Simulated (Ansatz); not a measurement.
Take WC (space group P-6m2, No. 187; a = 2.913 Å, c = 2.835 Å; relaxed with 0.1 eV smearing) as the base.

Calculations: r2SCAN, PAW, 500 eV (Ansatz, a quantum-chemistry and plane-wave program; without spin-orbit coupling).

For the base:

```
Item        Value
--------  -------
Pressure  0.0 GPa
Band gap     zero
```

Modification: the cell is scaled by 1.0150 in all directions; the atoms relax in the strained cell.

Q: What happens to the energy relative to the base?

A: The energy goes up by 25 meV/atom.

Q: Estimate the effect on the pressure.

A: The pressure (mean of the normal stresses, compression positive) goes from zero to -16.5 GPa.

Q: Predict the new band gap.

A: The band gap stays zero.

Whether these cells are dynamically stable was not tested. All final runs are without spin polarisation.
